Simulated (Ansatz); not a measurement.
End structure of the (210) surface of fcc Pd in its 1x1 cell, outermost plane spacing 0.88 Å in the ideal cut:

```xyz
12
Lattice="3.9437 0.0000 0.0000 -1.9718 4.4092 0.0000 0.0000 0.0000 26.0000" Properties=species:S:1:pos:R:3 pbc="T T T"
Pd     0.0002     2.6112     8.2786
Pd     1.9720     0.8813     9.0271
Pd     1.9718     3.5636     9.8670
Pd     0.0000     1.7642    10.8234
Pd     1.9718    -0.0092    11.6751
Pd     1.9718     2.6459    12.5603
Pd     0.0001     0.8815    13.4397
Pd     0.0000     3.5365    14.3249
Pd     1.9718     1.7631    15.1766
Pd     0.0000    -0.0363    16.1330
Pd    -0.0002     2.6460    16.9729
Pd     1.9717     0.9162    17.7214
```

Model: 12-atom slab, 9.7 Å thick at the start (thin: gaps and levels are the slab's own), 10x9x1 mesh, Fermi-Dirac 0.1 eV, dipole correction, single point; on the structure that PBE left under its start's symmetry; no spin, no spin-orbit, no U.

Question: Estimate the work function of the top face that r2SCAN, at the PBE geometry in Ansatz (a quantum-chemistry and plane-wave program) returns for this input.

Answer: 4.73 eV

Question: Predict the surface energy (mean of both faces) from r2SCAN, at the PBE geometry.

Answer: 1.86 J/m^2
